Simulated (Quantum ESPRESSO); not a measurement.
A self-consistent single point of MgH2 (P4_2/mnm, 6 atoms in the cell) with Quantum ESPRESSO.

Method: PBEsol, GBRV 1.5 ultrasoft (PBESOL) pseudopotentials (plane waves; Quantum ESPRESSO).

```yaml
crystal:
  lattice:
    - [4.45878, 0.00000, 0.00000]
    - [0.00000, 4.45878, 0.00000]
    - [0.00000, 0.00000, 2.98057]
  atoms:
    - { symbol: Mg, position: [0.50000, 0.50000, 0.50000] }
    - { symbol: Mg, position: [0.00000, 0.00000, 0.00000] }
    - { symbol: H, position: [0.69557, 0.69557, 0.00000] }
    - { symbol: H, position: [0.30443, 0.30443, 0.00000] }
    - { symbol: H, position: [0.80443, 0.19557, 0.50000] }
    - { symbol: H, position: [0.19557, 0.80443, 0.50000] }
```

Reference input (self-consistent single point, DFT, PBE, plane waves, GBRV 1.5 ultrasoft (PBE) pseudopotentials): ecutwfc = 40 Ry; ecutrho = 200 Ry; occupations = smearing; smearing = fermi-dirac; degauss = 0.000734986 Ry; potentials = {Mg: mg_pbe_v1.4.uspp.F.UPF, H: h_pbe_v1.4.uspp.F.UPF}; K_POINTS = automatic 8 8 11 0 0 0; conv_thr = 1e-11 Ry; mixing_beta = 0.7. This run's input differs from it in these lines:

```diff
@@ -24,4 +24,4 @@
 ATOMIC_SPECIES
-Mg    24.3050  mg_pbe_v1.4.uspp.F.UPF
-H      1.0080  h_pbe_v1.4.uspp.F.UPF
+Mg    24.3050  mg_pbesol_v1.4.uspp.F.UPF
+H      1.0080  h_pbesol_v1.4.uspp.F.UPF
 ATOMIC_POSITIONS {crystal}
```

Log, with long lists cut:

```
     Self-consistent Calculation

     iteration #  1     ecut=    40.00 Ry     beta= 0.70

     total energy              =    -254.82046324 Ry
     estimated scf accuracy    <       0.52853862 Ry

     iteration #  2     ecut=    40.00 Ry     beta= 0.70

     total energy              =    -254.91352728 Ry
     estimated scf accuracy    <       0.01020383 Ry

     iteration #  3     ecut=    40.00 Ry     beta= 0.70

     total energy              =    -254.91460811 Ry
     estimated scf accuracy    <       0.00033651 Ry

   [... 4 blocks of this kind left out ...]

     iteration #  8     ecut=    40.00 Ry     beta= 0.70

     total energy              =    -254.91462518 Ry
     estimated scf accuracy    <          1.8E-11 Ry

     iteration #  9     ecut=    40.00 Ry     beta= 0.70
     End of self-consistent calculation

     the Fermi energy is     2.6991 ev

!    total energy              =    -254.91462518 Ry
     estimated scf accuracy    <          3.1E-13 Ry
     smearing contrib. (-TS)   =       0.00000000 Ry
     internal energy E=F+TS    =    -254.91462518 Ry

     convergence has been achieved in   9 iterations

     Forces acting on atoms (cartesian axes, Ry/au):

     atom    1 type  1   force =     0.00000000    0.00000000   -0.00000000
     atom    2 type  1   force =     0.00000000    0.00000000    0.00000000
     atom    3 type  2   force =     0.00026637    0.00026637   -0.00000000
     atom    4 type  2   force =    -0.00026637   -0.00026637   -0.00000000
     atom    5 type  2   force =    -0.00026637    0.00026637    0.00000000
     atom    6 type  2   force =     0.00026637   -0.00026637    0.00000000

     Total force =     0.000753     Total SCF correction =     0.000000

          total   stress  (Ry/bohr**3)                   (kbar)     P=        9.54
   0.00004700   0.00000000   0.00000000            6.91        0.00        0.00
   0.00000000   0.00004700   0.00000000            0.00        6.91        0.00
   0.00000000   0.00000000   0.00010063            0.00        0.00       14.80

   JOB DONE.
```

The run converged in 9 iterations. Against the reference run the pressure goes from 1.96 to 0.95 GPa, the largest force hardly changes (0.013 to 0.010 eV/Å) and the gap on the mesh goes from 3.888 to 3.653 eV.

The starting cell comes from a database of computed structures (which also holds hypothetical and non-ambient phases and stackings), without a prior relaxation at this level. Its lattice was rescaled by a random factor within 2.5 % of one.

Cost on one core of a shared machine: roughly 40 s.
